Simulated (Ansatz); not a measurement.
CsCl-type NiTi (cubic form, which distorts at low temperature), treated with PBEsol-D3(BJ) in Ansatz (plane waves, PAW).

Settings: plane-wave cutoff 520 eV, 18×18×18 k mesh, Fermi–Dirac smearing 0.05 eV, spin-polarised start, scalar-relativistic PAW data made under PBE.

Energies at three volumes about the minimum:

| V (Å³/atom) | E − E_lowest (meV/atom) |
|---|---|
| 12.361 | 3.14 |
| 12.614 | 0.00 |
| 12.866 | 2.87 |

Question: Fit a parabola by hand: where is the minimum, what lattice constant follows, and what is the bulk modulus?

Answer: Slopes: (0.00 − 3.14)/(12.614 − 12.361) = -12.411 and (2.87 − 0.00)/(12.866 − 12.614) = 11.389 meV/Å³. Curvature E″ = 2 × (11.389 − (-12.411))/(12.866 − 12.361) = 94.257 meV/Å⁶. From the middle of the first interval, the slope vanishes at V0 = 12.4875 − (-12.411)/94.257 = 12.619 Å³/atom. B = V0 E″ = 12.619 × 94.257 meV/Å³ × 0.1602 GPa per meV/Å³ = 191 GPa. With 2 atoms in the cube, a = (2 × 12.619)^(1/3) = 2.933 Å. The full Birch–Murnaghan fit to all volumes gives V0 = 12.615 Å³/atom and B0 = 191 GPa.

Note: the starting moments vanished in the run, and other orders were not tried; symmetry holds this phase in the static calculation, where it need not be a minimum; the relaxation could not lower the start's symmetry, so the cell can be a saddle point above a distorted one.

Ansatz is an electronic-structure program.
